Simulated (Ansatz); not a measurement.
The parent structure is Ba in the bcc (W type) structure (space group Im-3m, No. 229; a = 4.883 Å; relaxed with 0.1 eV smearing). Axes: x, y, z lie along the cube axes.

The values are results of PBEsol/PAW in Ansatz (a quantum-chemistry and plane-wave program), spin-orbit coupling left out, not measurements.

Before the change:

The pressure is 0.0 GPa.

One thing is altered: the symmetric strain tensor [0.0124 0.0095 -0.0049; 0.0095 0.0083 -0.0169; -0.0049 -0.0169 -0.0069]; the atoms relax in the strained cell.

**Question.** How does this affect the pressure?

**Answer.** The pressure (mean of the normal stresses, compression positive) hardly moves (0.0 GPa against -0.1 GPa).

**Question.** How does this affect the energy relative to the base?

**Answer.** The energy grows by 3.6 meV/atom.

No phonon test of stability was made. The base started in Cmcm and relaxed to Im-3m at this level.
